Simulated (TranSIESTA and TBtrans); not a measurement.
System: (CH2)2 held by thiolate S between the apex atoms of two Al(100) rods. Leads: fcc Al rod along [100], layers of 5 and 4 atoms, a = 4.04 Å. Geometry: as built, not relaxed. Transport runs along z; the first 18 and the last 18 of the 77 atoms are the lead cells, repeated to infinity.

```xyz
77
Lattice="14.213 0.000 0.000 0.000 14.213 0.000 0.000 0.000 38.473" Properties=species:S:1:pos:R:3 pbc="F F T"
Al     7.107     7.107     0.000
Al     9.963     7.107     0.000
Al     7.107     9.963     0.000
Al     4.250     7.107     0.000
Al     7.107     4.250     0.000
Al     8.535     8.535     2.020
Al     5.678     8.535     2.020
Al     8.535     5.678     2.020
Al     5.678     5.678     2.020
Al     7.107     7.107     4.040
Al     9.963     7.107     4.040
Al     7.107     9.963     4.040
Al     4.250     7.107     4.040
Al     7.107     4.250     4.040
Al     8.535     8.535     6.060
Al     5.678     8.535     6.060
Al     8.535     5.678     6.060
Al     5.678     5.678     6.060
Al     7.107     7.107     8.080
Al     9.963     7.107     8.080
Al     7.107     9.963     8.080
Al     4.250     7.107     8.080
Al     7.107     4.250     8.080
Al     8.535     8.535    10.100
Al     5.678     8.535    10.100
Al     8.535     5.678    10.100
Al     5.678     5.678    10.100
Al     7.107     7.107    12.120
Al     9.963     7.107    12.120
Al     7.107     9.963    12.120
Al     4.250     7.107    12.120
Al     7.107     4.250    12.120
Al     8.535     8.535    14.140
Al     5.678     8.535    14.140
Al     8.535     5.678    14.140
Al     5.678     5.678    14.140
Al     7.107     7.107    16.160
S      5.846     8.163    17.768
C      7.070     7.852    19.078
C      7.143     6.361    19.394
S      8.367     6.050    20.705
H      6.766     8.415    19.986
H      8.063     8.220    18.743
H      7.447     5.798    18.487
H      6.150     5.993    19.730
Al     7.107     7.107    22.313
Al     8.535     8.535    24.333
Al     5.678     8.535    24.333
Al     8.535     5.678    24.333
Al     5.678     5.678    24.333
Al     7.107     7.107    26.353
Al     9.963     7.107    26.353
Al     7.107     9.963    26.353
Al     4.250     7.107    26.353
Al     7.107     4.250    26.353
Al     8.535     8.535    28.373
Al     5.678     8.535    28.373
Al     8.535     5.678    28.373
Al     5.678     5.678    28.373
Al     7.107     7.107    30.393
Al     9.963     7.107    30.393
Al     7.107     9.963    30.393
Al     4.250     7.107    30.393
Al     7.107     4.250    30.393
Al     8.535     8.535    32.413
Al     5.678     8.535    32.413
Al     8.535     5.678    32.413
Al     5.678     5.678    32.413
Al     7.107     7.107    34.433
Al     9.963     7.107    34.433
Al     7.107     9.963    34.433
Al     4.250     7.107    34.433
Al     7.107     4.250    34.433
Al     8.535     8.535    36.453
Al     5.678     8.535    36.453
Al     8.535     5.678    36.453
Al     5.678     5.678    36.453
```

Run with TranSIESTA and TBtrans (open boundaries, self-consistent; PseudoDojo norm-conserving potentials, scalar-relativistic): PAO.BasisSize SZP, PAO.EnergyShift 0.15 eV, XC.Authors PBE, Mesh.Cutoff 150 Ry, ElectronicTemperature 300 K, TS.Voltage 0.0 eV, TBT.Elecs.Eta 0.001 eV, no spin polarisation.

Energies count from the leads' Fermi level. Transmissions are for one spin of a degenerate pair. The energy step is 0.02 eV; narrower resonances are cut or missed.

```
E (eV)       T
------  ------
-0.20   0.0741
-0.16   0.0777
-0.12   0.0811
-0.08   0.0844
-0.04   0.0877
0.00    0.0916
0.04    0.0986
0.08    0.0910
0.12    0.0873
0.16    0.0844
0.20    0.0818
```

Give the zero-bias conductance in μS and the resistance at 300 K.

At the Fermi level T = 0.0916. Averaged with −∂f/∂E over the full grid (kT = 25.9 meV) it is 0.0911. With G0 = 2e²/h = 77.48 μS, G = 7.06 μS and R = 1/G = 142 kΩ.

The eigenchannels at the Fermi level transmit 0.0626, 0.0280, 0.000605, 0.000274. What Fano factor of the shot noise follows at low temperature and bias?

F = Σ τ(1 − τ)/Σ τ = 0.0868/0.0915 = 0.95.

The leads' channel count changes near 0.03 eV, within the thermal window, so values at the Fermi level hang on where that band edge falls. Semilocal functionals put molecular levels too close to the Fermi level and tend to overestimate such conductances.
